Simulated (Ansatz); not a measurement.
# How the band gap of Ag₂O₃ (Fdd2, No. 43) moves with the method

No measured value is used here.

```
level (code)           value (eV)  cell (Å³/atom)
---------------------  ----------  --------------
LDA (Ansatz)                 0.50           11.81
PBEsol (Ansatz)                 …           12.38
r²SCAN (Ansatz)              0.73           12.51
r²SCAN-D4 (Ansatz)           0.74           12.31
r²SCAN+rVV10 (Ansatz)        0.73           12.24
```

What belongs in the gaps?


- PBEsol (Ansatz, a quantum-chemistry and plane-wave program), value (eV): 0.45

Computed values are for a static lattice. Spin–orbit coupling is included only where a level's name says +SOC; with heavier elements it mostly lowers gaps and can invert bands.  LDA, PBEsol, r²SCAN, r²SCAN-D4, r²SCAN+rVV10: the gap is read on the k mesh or supercell of the run alone and can be too large. Each level is taken at its own relaxed cell. Ansatz's density-functional and Hartree–Fock values are scalar-relativistic unless marked +SOC, with PAW data made under PBE.
